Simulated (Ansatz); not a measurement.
# NaI: pressure 50 GPa

Consider NaI in the rock salt structure (space group Fm-3m, No. 225; a = 6.460 Å).

Modification: a hydrostatic pressure of 50 GPa.

Calculations: r2SCAN/PAW in Ansatz (a first-principles code), no spin-orbit coupling. Γ-centred 9×9×9 mesh, Fermi–Dirac width 0.05 eV.

| quantity | base | changed | shift |
|---|---|---|---|
| density | 3.69 g/cm³ | 7.02 g/cm³ | +3.324 g/cm³ |
| lattice parameter a | 6.460 Å | 5.216 Å | -1.244 Å |
| shortest interatomic distance | 3.230 Å | 2.608 Å | -0.622 Å |
| enthalpy H = E + PV relative to the base's energy | – | +6.90 eV/atom | – |
| band gap | 4.45 eV | 3.68 eV | -0.77 eV |
| gap character | direct at Γ | indirect, Γ → X | – |
| width of the top valence band | 0.94 eV | 2.89 eV | +1.95 eV |
| electron mass | 0.28 mₑ (at Γ) | 1.1 mₑ along k, 0.21 mₑ across (at X) | – |
| hole mass (degenerate bands, along [100]) | 0.41, 1.6, 1.6 mₑ (at Γ) | 0.26, 0.62, 0.62 mₑ (at Γ) | – |

Cost of the whole job for the changed cell (relaxation, final SCF and bands): about 16 core-seconds (a rough figure).

With I present, leaving out spin-orbit coupling can change the band edges. Load acts through the strain it causes; cell and atoms are relaxed under it. Masses are band curvatures over ±0.01 Å⁻¹ around the edge. Along k means along the line from Γ to the band edge. Stability against distortions was not tested. No other phases were tried under pressure.
